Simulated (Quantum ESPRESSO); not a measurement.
## One base run on LaYMg14 (P-6m2, 16 atoms in the cell) and variants with one or two settings moved

```
LaYMg14
1.0
    6.62628     0.00000     0.00000
   -3.31314     5.73853     0.00000
    0.00000     0.00000    10.22013
La Y Mg
1 1 14
Direct
  0.00000   0.00000   0.50000
  0.00000   0.00000   0.00000
  0.00486   0.50243   0.00000
  0.49757   0.99514   0.00000
  0.49757   0.50243   0.00000
  0.00643   0.50321   0.50000
  0.49678   0.99357   0.50000
  0.49678   0.50321   0.50000
  0.17099   0.82901   0.24774
  0.65802   0.82901   0.75226
  0.17099   0.34198   0.24774
  0.17099   0.82901   0.75226
  0.65802   0.82901   0.24774
  0.17099   0.34198   0.75226
  0.66667   0.33333   0.25145
  0.66667   0.33333   0.74855
```

Base run A: PBEsol, SSSP 1.1.2 efficiency (PBE) pseudopotentials run with Quantum ESPRESSO 7.5, self-consistent single point.

Its settings: ecutwfc = 50 Ry; ecutrho = 400 Ry; occupations = smearing; smearing = gauss; degauss = 0.0073499 Ry; input_dft = pbesol; potentials = {La: La.GGA-PBE-paw-v1.0.UPF, Y: Y_pbe_v1.uspp.F.UPF, Mg: Mg.pbe-n-kjpaw_psl.0.3.0.UPF}; K_POINTS = automatic 6 6 3 0 0 0; conv_thr = 1e-10 Ry; mixing_beta = 0.5.

The starting cell comes from a database of computed structures (which also holds hypothetical and non-ambient phases and stackings), without a prior relaxation at this level. Its lattice was rescaled by a random factor within 2.5 % of one.

ΔF is the free energy per atom less that of run A. A dash stands where there is no value to compare (another energy zero or no entropy term, no result, no spin, no clean gap, or a mesh too coarse for one). Absolute energies have different zeros for different potentials, functionals, Hubbard and dispersion terms and are not compared across them.

Run A gave: pressure (GPa) 0.28; largest force (eV/Å) 0.085.

Runs:
- B: vdw_corr: default → grimme-d3; dftd3_version: default → 3; dftd3_threebody: default → false [PBEsol-D3(0)]
- C: ecutwfc: 50 Ry → 40 Ry; ecutrho: 400 Ry → 320 Ry
- D: degauss: 0.0073499 Ry → 0.02205 Ry
- E: occupations: smearing → tetrahedra; smearing: gauss → default; degauss: 0.0073499 Ry → default
- F: conv_thr: 1e-10 Ry → 1e-11 Ry

Task: What does run E change against A?

Result: The free energy rises by 1.8 meV/atom, the pressure moves little (0.28 to 0.26 GPa) and the largest force hardly changes (0.085 to 0.086 eV/Å).

Task: What does run B change against A?

Result: The pressure goes from 0.28 to -0.69 GPa and the largest force goes from 0.085 to 0.093 eV/Å.

Task: What does run D change against A?

Result: The free energy goes down by 13.0 meV/atom, the pressure hardly changes (0.28 to 0.34 GPa) and the largest force goes from 0.085 to 0.075 eV/Å.

```tsv
run	ΔF (meV/atom)	pressure (GPa)	largest force (eV/Å)
A	0.00	0.28	0.085
B	–	-0.69	0.093
C	0.20	0.28	0.085
D	-13.0	0.34	0.075
E	1.78	0.26	0.086
F	0.00	0.28	0.085
```
